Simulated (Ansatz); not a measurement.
Functionals compared on H on the 1x1 (111) surface of fcc Cu, one in a 2x2 cell, started at the site 'hollow Cu-Cu-Cu over Cu at depth 2.1 Å', in Ansatz (plane waves, PAW). The structure was relaxed with PBE; the other rows are single points on it, each with its references at the same level. Cutoff 420 eV (500 eV for r2SCAN).

Set-up: 17 atoms, 6.2 Å thick at the start under the adsorbate (thin: gaps and levels are the slab's own); mesh 6x6x1; 0.1 eV smearing; dipole correction on; 8 atoms held, the rest relaxed; start symmetry kept, larger cells not searched; no spin, no spin-orbit, no U, no dispersion correction. At the end it is bonded to 3 Cu. In PBE it is, or lies within 0.03 eV of, the lowest of the starts that converged. These notes are the PBE run's. Adsorption energies are against ½ H2(g). A negative adsorption energy means that the adsorbate is more stable on the surface than in its reference.

```
functional  adsorption energy (eV)  work function of the top face (eV)  change of the work function (eV)  rough cost of the single point
----------  ----------------------  ----------------------------------  --------------------------------  ------------------------------
PBE                          -0.13                                4.76                             -0.01                               –
RPBE                          0.03                                4.60                              0.00         roughly 80 core-seconds
r2SCAN                           ?                                   ?                                 ?        roughly 2.2 core-minutes
```

Q: Some entries are withheld; supply them.

A: 
- r2SCAN, adsorption energy (eV): -0.21
- r2SCAN, work function of the top face (eV): 4.79
- r2SCAN, change of the work function (eV): -0.01

Ansatz is an electronic-structure program.
